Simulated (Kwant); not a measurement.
System: quantum point contact (saddle potential) in a Si two-dimensional gas. Effective mass 0.19 mₑ, grid spacing 1.7 nm, hard walls, nominal width 40 nm (23 grid rows, so walls 40.8 nm apart), one parabolic valley, scattering region 120 nm long along x; energies count from the band bottom; Fermi energy 0.0105 eV. Potential (V0 + ½k y²) cos²(πx/L) for |x| < L/2, with V0 swept from 0.011025 to 0 eV, k = 0.0002 eV/nm², L = 94 nm.

Constants are typed, rounded textbook-type inputs, not results; the design itself was drawn at random and stands for no fabricated device.

Computed with Kwant: effective-mass tight-binding model on a square grid, one spin, coherent transport at 0 K. Conductance is in e²/h.

Question: Compare with the saddle-point formula G = Σ 1/(1 + exp(−2π(E − V0 − ħωy(n + ½))/ħωx)), taking ħωy = ħ√(k/m) and ħωx from the curvature along x of V0 plus half of the mode's confinement energy.

Answer: ħωy = 8.96 meV; at V0 = 8.95 meV the lowest mode has ħωx = 3.17 meV.

| V0 (meV) | formula | simulation |
|---|---|---|
| 10.4 | 0.00029 | 0.00022 |
| 8.95 | 0.0030 | 0.0027 |
| 7.51 | 0.041 | 0.041 |
| 6.07 | 0.47 | 0.50 |
| 4.63 | 0.97 | 0.97 |
| 3.20 | 1.00 | 1.00 |

The formula takes a parabolic saddle in the continuum; the run has the full potential on a grid.
